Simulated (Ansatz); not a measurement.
Effect of Si → Re on Mg2Si

The reference is Mg₂Si (space group Fm-3m, No. 225; a = 6.3261 Å).

The change: full substitution Si → Re; the structure is relaxed again.

The values are results of PBEsol (Ansatz, a program for electronic structure, PAW, no spin-orbit coupling), not measurements. Settings: 13×13×13 k-points, 0.05 eV Fermi–Dirac smearing.

```yaml
volume_per_atom: 21.09 Å³ (base 21.10 Å³)
lattice_parameter_a: 6.326 Å (base 6.326 Å)
shortest_interatomic_distance: 2.739 Å (base 2.739 Å)
band_gap: zero (base 0.12 eV)
```

Whether these cells are dynamically stable was not tested. As relaxed here, Mg2Re is a hypothetical phase, not in the database extracts checked. The final runs are not spin-polarised. An odd electron count without spin: Mg2Re. Mg2Re has a high density of states at the Fermi level and may be magnetic at this level. A zero or small gap of Mg2Si can be the functional's error rather than a property of the material.
